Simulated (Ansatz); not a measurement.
Ansatz (a first-principles code) run on Ge₂W (I4mm, 3 atoms in the cell): self-consistent single point.

Computed with PBEsol, PAW files made with PBE (plane waves; Ansatz).

The change in words: lattice scaled by 0.98; basis.ecutwfc: 420 eV → 145 eV. Reference geometry:
```yaml
crystal:
  lattice:
    - [-1.67060, 1.67060, 4.10924]
    - [1.67060, -1.67060, 4.10924]
    - [1.67060, 1.67060, -4.10924]
  atoms:
    - { symbol: Ge, position: [0.34367, 0.34367, 0.00000] }
    - { symbol: Ge, position: [0.66241, 0.66241, 0.00000] }
    - { symbol: W, position: [0.00000, 0.00000, 0.00000] }
```

Reference input (self-consistent single point, DFT, PBEsol, plane waves, PAW files made with PBE): basis.ecutwfc = 420 eV; kpoints.mp_grid.grid = 8 8 8; hamiltonian.xc = pbesol; hamiltonian.pseudopotentials = {kind: paw} (the program's default PAW files); scf.occupations.method = gaussian; scf.occupations.width = 0.1 eV. This run's input differs from it in these lines:

Ansatz 0.2 input:
```diff
@@ -3,5 +3,5 @@
   lattice:
-    - [-1.670601, 1.670601, 4.109244]
-    - [1.670601, -1.670601, 4.109244]
-    - [1.670601, 1.670601, -4.109244]
+    - [-1.637189, 1.637189, 4.027059]
+    - [1.637189, -1.637189, 4.027059]
+    - [1.637189, 1.637189, -4.027059]
   atoms:
@@ -11,3 +11,3 @@
 basis:
-  ecutwfc: 420.0 eV
+  ecutwfc: 145.0 eV
 kpoints:
```

Output, abridged:

```
SCF iter   1: F=—  HF=-18719.539345 eV  |F-HF|=—  |Δ(HF+E_count)|=         —  Δρ=1.90e-1  dr2=1.20e1  ethr=3.10e-3  ⟨swp⟩=5.0  Hψ=5621  notcnv=0
all-band conjugate gradients solve this SCF's bands
preconditioner: auto → none
SCF iter   2: F=—  HF=-18704.201565 eV  |F-HF|=—  |Δ(HF+E_count)|=    1.53e1  Δρ=7.12e-2  dr2=2.97e0  ethr=3.10e-3  ⟨swp⟩=2.9  Hψ=3711  notcnv=0  defer=45
   [... lines left out ...]
SCF iter   5: F=—  HF=-18701.540213 eV  |F-HF|=—  |Δ(HF+E_count)|=   3.53e-4  Δρ=6.03e-4  dr2=4.55e-4  ethr=4.44e-6  ⟨swp⟩=2.9  Hψ=2624  notcnv=0  defer=44
SCF iter   6: F=—  HF=-18701.540048 eV  |F-HF|=—  |Δ(HF+E_count)|=   1.66e-4  Δρ=9.45e-5  dr2=2.62e-6  ethr=1.08e-6  ⟨swp⟩=2.1  Hψ=1929  notcnv=0  defer=44
SCF iter   7: F=—  HF=-18701.540089 eV  |F-HF|=—  |Δ(HF+E_count)|=   4.11e-5  Δρ=2.12e-5  dr2=3.59e-7  ethr=6.24e-9  ⟨swp⟩=2.9  Hψ=2561  notcnv=0  defer=44
SCF iter   8: F=-18701.540089 eV  HF=-18701.540089 eV  |F-HF|=9.47e-9  |Δ(HF+E_count)|=   8.47e-8  Δρ=3.56e-6  dr2=1.08e-8  ethr=2.38e-10  ⟨swp⟩=7.6  Hψ=5578  notcnv=0
SCF 1 converged in 8 iterations: F = -18701.540089 eV  dr2 = 1.08e-8
Free energy (F): -18701.540089 eV
Internal energy: -18701.535368 eV  (E = F + TS)
E sigma→0 (E₀):  -18701.537728 eV
Entropy (-TS):   -0.004721 eV (-1.574 meV/atom)
Fermi energy:    18.505278 eV
--- Forces (eV/Å), atoms counted from 1 ---
  atom   1  Ge    -0.00000000    -0.00000000    -2.06814741
  atom   2  Ge     0.00000000     0.00000000     1.65327372
  atom   3  W      0.00000000     0.00000000     0.41497429
--- Stress (GPa, compression-positive) ---
       30.721348       0.000000       0.000000
        0.000000      30.721348       0.000000
        0.000000       0.000000      44.630599
  P = ⅓ Tr σ = 35.3578 GPa (353.578 kbar)
  The stress holds the Pulay correction. Without it, at fixed plane waves, as pw.x and ABINIT print it: P = -704.2461 GPa
```

The run converged in 8 iterations. Against the reference run the free energy rises by 21.0 eV/atom, the pressure goes from -3.92 to 35.36 GPa and the largest force goes from 0.555 to 2.068 eV/Å.

The starting cell comes from a database of computed structures (which also holds hypothetical and non-ambient phases and stackings), without a prior relaxation at this level. Its lattice was rescaled by up to half a per cent. One atom was moved a little off its site on purpose. For this run, on top of that: lattice scaled by 0.98. Spin polarisation is off. Forces in this geometry exceed 1 eV/Å. Ansatz's pressure includes its estimate of the finite-basis (Pulay) stress. Without the estimate this run gives -704.25 GPa. The cutoff lies below the one recommended for these files.
